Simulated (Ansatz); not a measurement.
SiC (F-43m), HSE06, rigid bands (Ansatz, a program for electronic structure): N_c = 1.36e19 cm⁻³ at 300 K and an electron conductivity mass of 0.290 mₑ.

Task: For 1e17 electrons per cm³ at 300 K, place the Fermi level, estimate the Seebeck coefficient of a parabolic band with constant τ, and give mobility and conductivity for τ = 50 fs.

Result: The level lies k_BT ln(N_c/n) = 0.127 eV below the conduction-band minimum. S ≈ −(k_B/e)[ln(N_c/n) + 5/2] = -639 μV/K, against -637 μV/K from the full bands (mean over directions). μ = eτ/m = 303 cm²/(V·s) and σ = neμ = 4.86 S/cm. τ is assumed, not computed.

Band transport and this doping are assumed; polarons and phonon drag are left out. Spin-orbit coupling is left out. Geometry: cell and atoms relaxed with PBEsol.
